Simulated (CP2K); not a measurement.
```xyz
4
Lattice="3.8376 0.0000 0.0000 0.0000 3.8376 0.0000 0.0000 0.0000 3.8376" Properties=species:S:1:pos:R:3 pbc="T T T"
Cu     0.0000     0.0000     1.9188
Cu     1.9188     0.0000     0.0000
Cu     0.0000     1.9188     0.0000
N      0.0000     0.0000     0.0000
```

Method: PBE, GAPW, pob-DZVP-rev2 basis, all electrons, non-relativistic (CP2K 2026.2).

The set-up and first iterations of a CP2K log for Cu3N (Pm-3m, 4 atoms in the cell):

```
 GLOBAL| Method name                                                        CP2K
 GLOBAL| Project name                                                       bulk
 GLOBAL| Run type                                                   ENERGY_FORCE

 CELL| Volume [angstrom^3]:                                            56.516914
 CELL| Vector a [angstrom]:       3.838     0.000     0.000   |a| =     3.837598
 CELL| Vector b [angstrom]:       0.000     3.838     0.000   |b| =     3.837598
 CELL| Vector c [angstrom]:       0.000     0.000     3.838   |c| =     3.837598
 CELL| Angle (b,c), alpha [degree]:                                    90.000000
 CELL| Angle (a,c), beta  [degree]:                                    90.000000
 CELL| Angle (a,b), gamma [degree]:                                    90.000000
 CELL| Numerically orthorhombic:                                             YES
   [... lines left out ...]
 BRILLOUIN| K-point symmetry accuracy                               0.100000E-05
 BRILLOUIN| K-Point point group symmetrization                               OFF
 BRILLOUIN| Wavefunction type                                            COMPLEX
 BRILLOUIN| List of Kpoints [2 Pi/Bohr]                                       63
 BRILLOUIN| Number           Weight            X              Y              Z
 BRILLOUIN|     1           0.01600       -0.40000       -0.40000       -0.40000
 BRILLOUIN|     2           0.01600       -0.40000       -0.40000       -0.20000
 BRILLOUIN|     3           0.01600       -0.40000       -0.40000        0.00000
   [... 60 lines left out ...]
 *******************************************************************************

 Extrapolation method: initial_guess

 Re-scaling the density matrix to get the right number of electrons
                  # Electrons              Trace(P)               Scaling factor
                           94                94.000                        1.000

 Number of electrons:                                                         94
 Number of occupied orbitals:                                                 47
 Number of molecular orbitals:                                                63

 Number of orbital functions:                                                107
 Number of independent orbital functions:                                    107
 SCF WAVEFUNCTION OPTIMIZATION

  Step     Update method      Time    Convergence         Total energy    Change
     1 NoMix/Diag. 0.40E+00      -     0.92707038     -4975.1008361229 -4.98E+03
     2 Broy./Diag. 0.40E+00      -     0.19155008     -4978.3781339007 -3.28E+00
     3 Broy./Diag. 0.40E+00      -     0.23754087     -4972.1567375250  6.22E+00
     4 Broy./Diag. 0.40E+00      -     0.29619987     -4981.7153240635 -9.56E+00
     5 Broy./Diag. 0.40E+00      -     0.33725889     -4969.5102839561  1.22E+01
     6 Broy./Diag. 0.40E+00      -     0.37909289     -4983.9486416947 -1.44E+01
```

Q: How does the run end?

A: The run ended unconverged after 100 iterations. It gives no final result for the task that was set. The log goes on:

```
   [... 90 lines left out ...]
    97 Broy./Diag. 0.40E+00      -     2.60066044     -4987.6175155132 -3.42E+00
    98 Broy./Diag. 0.40E+00      -     2.75211704     -4982.0699345595  5.55E+00
    99 Broy./Diag. 0.40E+00      -     2.70475887     -4983.2176464413 -1.15E+00
   100 Broy./Diag. 0.40E+00      -     3.06420715     -4970.0579853053  1.32E+01
  Leaving inner SCF loop after reaching   100 steps.

  Overlap energy of the core charge distribution:               0.00000065528144
  Self energy of the core charge distribution:              -1390.67723645166507
  Core Hamiltonian energy:                                  -3898.49991268869007
  Hartree energy:                                             236.04351814452076
  Exchange-correlation energy:                                -43.95647085221413

  GAPW| Exc from hard and soft atomic rho1:                  -161.63205621579726
  GAPW| local Eh = 1 center integrals:                        288.66416932925517
  Smearing free energy correction:                              0.00005432280099
  Fermi energy:                                                 0.50504423406055

  Total energy:                                             -4970.05798530530501

 *******************************************************************************
   [... lines left out ...]
 * /| |                                                                        *
 * / \                                                            qs_scf.F:702 *
 *******************************************************************************

 ===== Routine Calling Stack =====

            4 scf_env_do_scf
            3 qs_energies
            2 qs_forces
            1 CP2K
Abort(1) on node 0 (rank 0 in comm 0): application called MPI_Abort(MPI_COMM_WORLD, 1) - process 0
```

The starting cell comes from a database of computed structures (which also holds hypothetical and non-ambient phases and stackings), without a prior relaxation at this level. Its lattice was rescaled by a random factor within 2.5 % of one. Values carry the incompleteness of an atom-centred basis.

The run was DFT PBE, GAPW, pob-DZVP-rev2 basis, all electrons, non-relativistic. Main settings of its input:

```
key                            value
--------------  --------------------
CUTOFF                        400 Ry
REL_CUTOFF                     40 Ry
SMEAR/METHOD       METHFESSEL_PAXTON
SIGMA                       0.136 eV
KPOINTS/SCHEME  MONKHORST-PACK 5 5 5
XC_FUNCTIONAL                    PBE
Cu/BASIS_SET           pob-DZVP-rev2
Cu/POTENTIAL                     ALL
N/BASIS_SET            pob-DZVP-rev2
N/POTENTIAL                      ALL
METHOD                          GAPW
EPS_DEFAULT                    1e-10
```
